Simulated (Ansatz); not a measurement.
**GaSb, response to strain**

Take GaSb in the zinc blende structure (space group F-43m, No. 216; a = 6.111 Å) as the base. Axes: x, y, z lie along the cube axes.

Strains are applied to the cell and any free atomic positions relax.

All numbers come from PBEsol (Ansatz, an electronic-structure program; PAW; 420 eV plane waves; no SOC).

Notes on the quantities. energy relative to the base: free energy F.

```json
[
 {"case": "base", "energy relative to the base": "0 meV/atom", "shortest interatomic distance": "2.646 Å"},
 {"case": "tensor shear ε_xy = +1.43 %", "energy relative to the base": "…", "shortest interatomic distance": "…"},
 {"case": "tensor shear ε_xy = +0.57 %", "energy relative to the base": "+0.5 meV/atom", "shortest interatomic distance": "2.642 Å"},
 {"case": "tensor shear ε_xy = +0.29 %", "energy relative to the base": "+0.1 meV/atom", "shortest interatomic distance": "2.644 Å"},
 {"case": "tensor shear ε_xy = +1.71 %", "energy relative to the base": "+4.1 meV/atom", "shortest interatomic distance": "2.634 Å"},
 {"case": "tensor shear ε_xy = +2.00 %", "energy relative to the base": "+5.6 meV/atom", "shortest interatomic distance": "2.633 Å"},
 {"case": "tensor shear ε_xy = +1.14 %", "energy relative to the base": "+1.8 meV/atom", "shortest interatomic distance": "2.638 Å"},
 {"case": "tensor shear ε_xy = +0.86 %", "energy relative to the base": "+1.0 meV/atom", "shortest interatomic distance": "2.640 Å"}
]
```

Task: Some entries are withheld; estimate them.

Result: 
- tensor shear ε_xy = +1.43 %, energy relative to the base: +2.9 meV/atom
- tensor shear ε_xy = +1.43 %, shortest interatomic distance: 2.636 Å

Whether these cells are dynamically stable was not tested. The final runs are not spin-polarised.
